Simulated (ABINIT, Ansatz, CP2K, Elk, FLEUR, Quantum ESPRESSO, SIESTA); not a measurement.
# LaH3 (I4/mmm, 4 atoms in the cell) computed with different codes at matched settings

Self-consistent single point, at a second geometry (lattice scaled by 0.98). First geometry:

```
CELL_PARAMETERS angstrom
     -1.89546     1.89546     3.08581
      1.89546    -1.89546     3.08581
      1.89546     1.89546    -3.08581
ATOMIC_POSITIONS crystal
  La 0.00000 0.00000 0.00000
  H  0.75000 0.25000 0.50000
  H  0.25000 0.75000 0.50000
  H  0.50000 0.50000 0.00000
```

Shared settings, as Ansatz (a program for electronic structure) writes them: kpoints.mp_grid.grid = 6 6 6; scf.occupations.method = fermi_dirac; scf.occupations.width = 0.05 eV. Potentials and cutoffs stand in the table.

```
code                                                                                                                                      model  ΔF from the first geometry (meV/atom)  pressure (GPa)           cutoff
----------------  -----------------------------------------------------------------------------------------------------------------------------  -------------------------------------  --------------  ---------------
SIESTA            GGA PBEsol, numerical atomic orbitals DZP, PseudoDojo PBEsol standard norm-conserving potentials (rewritten from UPF to PSML)                                    0.9            2.89      grid 300 Ry
Quantum ESPRESSO                                                          PBEsol, PseudoDojo standard norm-conserving (PBESOL) pseudopotentials                                  -10.9           -0.34           110 Ry
CP2K                                                                 PBEsol, GPW, DZVP-MOLOPT-SR-GTH basis, GTH-PBE potentials (GTH_POTENTIALS)                                  -12.7           -0.55      grid 500 Ry
Ansatz                                                                                                          PBEsol, PAW files made with PBE                                  -10.5           -0.32           420 eV
Elk                                           PBEsol, all-electron FP-LAPW, Elk's shipped species files, APW+lo basis with extra local orbitals                                   -9.5               –       rgkmax 7.5
FLEUR                                                                           PBEsol, all-electron FLAPW (FLEUR), scalar-relativistic valence                                   -9.7               –  Kmax 4.6 1/bohr
ABINIT                                                           PBEsol, norm-conserving pseudopotentials (PseudoDojo nc-sr-04 PBEsol standard)                                  -10.9           -0.34            55 Ha
```

A dash marks a value that a program does not give, or that is left out as unsure.

The spread over the programs that give each value: ΔF from the first geometry within 13.6 meV/atom; pressure within 3.44 GPa.

SIESTA and CP2K use small atom-centred bases, whose incompleteness enters pressures, forces and empty levels differently from a plane-wave cutoff. Elk and FLEUR treat all electrons, but the usual bases taken here (sphere radii, linearisation, local orbitals, empty states) were not tested for convergence, so the values are no reference for the others. Ansatz's pressure is given at a fixed set of plane waves, as the other plane-wave codes print theirs; with its correction for the finite basis it is -0.23 GPa. In the pressure, SIESTA (by 3.22) lies more than 1 GPa from the median of the plane-wave programs.

The starting cell comes from a database of computed structures (which also holds hypothetical and non-ambient phases and stackings), without a prior relaxation at this level. Its lattice was rescaled by a random factor within 2.5 % of one. For this run, on top of that: lattice scaled by 0.98.

Keys are those of Ansatz 0.2.
